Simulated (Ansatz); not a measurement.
Results of HSE06+SOC (plane waves, PAW; Ansatz, a program for electronic structure) for SiGe (model structure, Pmma, No. 51, 4 atoms in the cell).

Run with plane-wave cutoff 460 eV, 6×6×6 k mesh, Fermi–Dirac smearing 0.01 eV, PAW data made under PBE.

Cell (relaxed with PBEsol):

```xyz
4
Lattice="3.9178 0.0000 0.0000 0.0000 3.9233 0.0000 0.0000 0.0000 5.5413" Properties=species:S:1:pos:R:3 pbc="T T T"
Si     2.9383     0.0000     4.8777
Si     0.9794     0.0000     0.6636
Ge     0.9794     1.9617     2.0458
Ge     2.9383     1.9617     3.4956
```

What does this level give for the band gap and smallest direct gap on the k points sampled?


- band gap = 0.87 eV (on the SCF k mesh) (indirect)
- smallest direct gap on the k points sampled = 1.09 eV

Note: the relaxation could raise the start's symmetry but not lower it, so the cell can be a saddle point; cell and atoms aren't relaxed at this level (pressure 0.5 GPa).

Computing time: about 15 core-minutes (a rough figure).

A model structure was made by putting elements into a prototype or built by hand; it is no filed structure, need not be a known phase, and can be a saddle point held by its symmetry.
